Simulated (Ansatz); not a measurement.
## BN: biaxial strain −3.00 %, plane normal [001], relaxed out of plane

Start from BN in the wurtzite structure (space group P6_3mc, No. 186; a = 2.541 Å, c = 4.203 Å). Axes: x lies along a and z along c of the hexagonal cell.

It is then changed as follows: compressive biaxial strain of 3.00 % in the plane normal to [001], as in epitaxy on a mismatched substrate; the out-of-plane cell vector and the atoms relax.

The values are results of PBEsol/PAW in Ansatz (a program for electronic structure), spin-orbit coupling left out, not measurements. k-mesh 15×15×8 (Γ-centred); smearing 0.05 eV (Fermi–Dirac).

* **Space group**: P6_3mc (No. 186) (base P6_3mc (No. 186))
* **Pressure (mean of the normal stresses, compression positive)**: 24.79 GPa (base 0.00 GPa)
* **Band gap**: 4.61 eV (base 4.96 eV)
* **Gap character**: indirect, Γ → K (base indirect, Γ → K)
* **Smallest direct gap**: 7.76 eV (base 8.21 eV)
* **Width of the top valence band**: 5.78 eV (base 5.49 eV)
* **Electron mass**: 0.31 mₑ out of plane, 0.48 mₑ in plane (at K) (base 0.30 mₑ along c, 0.50 mₑ across (at K))
* **Valence-band top at Γ (three highest levels, from the VBM)**: 0.00, 0.00, -0.58 eV (base 0.00, 0.00, -0.28 eV)
* **Out-of-plane strain**: +0.36 %
* **Ratio −ε⊥/ε∥**: 0.12
* **Mean in-plane stress (compression positive)**: +37.2 GPa

Final structure (turned so that z lies along the plane normal):

```yaml
crystal:
  lattice:
    - [2.46477, 0.00000, 0.00000]
    - [1.23239, 2.13456, 0.00000]
    - [0.00000, 0.00000, 4.21849]
  atoms:
    - { symbol: B, position: [0.33333, 0.33333, 0.00104] }
    - { symbol: B, position: [0.66667, 0.66667, 0.50104] }
    - { symbol: N, position: [0.33333, 0.33333, 0.37396] }
    - { symbol: N, position: [0.66667, 0.66667, 0.87396] }
```

Effective masses come from finite differences of ±0.01 Å⁻¹. Stability against distortions was not tested.
